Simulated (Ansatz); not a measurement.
SrHfN2 (R-3m, No. 166, 4 atoms in the cell; start mp-9383), treated with r²SCAN+SOC in Ansatz (PAW).

Run with plane-wave cutoff 560 eV, 12×12×12 k mesh, Fermi–Dirac smearing 0.01 eV, PAW data made under PBE.

Cell (relaxed with PBEsol):

```
CELL_PARAMETERS angstrom
      1.65982     0.95830     5.86088
     -1.65982     0.95830     5.86088
      0.00000    -1.91660     5.86088
ATOMIC_POSITIONS crystal
  Sr 0.00000 0.00000 0.00000
  Hf 0.50000 0.50000 0.50000
  N  0.23313 0.23313 0.23313
  N  0.76687 0.76687 0.76687
```

### Question
Predict the band gap, smallest direct gap on the k points sampled and direct gap at Γ.

### Answer

band gap: 0.56 eV (indirect)
smallest direct gap on the k points sampled: 1.13 eV
direct gap at Γ: 2.81 eV

Note: cell and atoms aren't relaxed at this level (largest force component 0.02 eV/Å, pressure 3.3 GPa).

Static lattice: no zero-point or thermal effects.

A start named mp-… is a Materials Project structure, which need not be a measured phase.

Ansatz is a first-principles code.
